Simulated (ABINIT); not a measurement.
Band structure of GaSb (F-43m, 2 atoms in the cell).

```yaml
crystal:
  lattice:
    - [0.00000, 3.05000, 3.05000]
    - [3.05000, 0.00000, 3.05000]
    - [3.05000, 3.05000, 0.00000]
  atoms:
    - { symbol: Ga, position: [0.00000, 0.00000, 0.00000] }
    - { symbol: Sb, position: [0.25000, 0.25000, 0.25000] }
```

Method: PBE, norm-conserving pseudopotentials (PseudoDojo nc-sr-05 PBE standard) (plane waves; ABINIT).

Settings: pseudos = [Ga.upf, Sb.upf]; ecut = 80 Ry; ixc = 11; occopt = 3; tsmear = 0.01 eV; ngkpt = 8 8 8; nshiftk = 1; shiftk = 0 0 0; potentials = PseudoDojo nc-sr-05 PBE standard; kptopt = 1; nstep = 80; toldfe1 = 1e-09 Ha; ndtset = 2.

The starting cell has typed, rounded lattice constants, without a prior relaxation at this level. Spin-orbit coupling is off.

### Question
Predict the gap along the standard path and the places of the band edges.

### Answer
The gap along the path is 0.09 eV, direct at Γ to within 0.01 eV.

Levels in eV from the top of the valence band on the SCF mesh, bands 11 to 18:
```tsv
point	11	12	13	14	15	16	17	18
Γ	-11.54	0.00	0.00	0.00	0.09	2.79	2.79	2.79
X	-9.06	-6.84	-2.60	-2.60	0.91	1.25	8.77	8.77
W	-9.01	-6.70	-3.38	-3.16	3.72	4.34	4.44	4.78
K	-9.13	-6.66	-3.65	-2.21	1.41	3.90	6.66	6.87
L	-9.90	-6.40	-1.16	-1.16	0.43	3.77	3.77	6.48
U	-9.13	-6.66	-3.65	-2.21	1.41	3.90	6.66	6.87
```
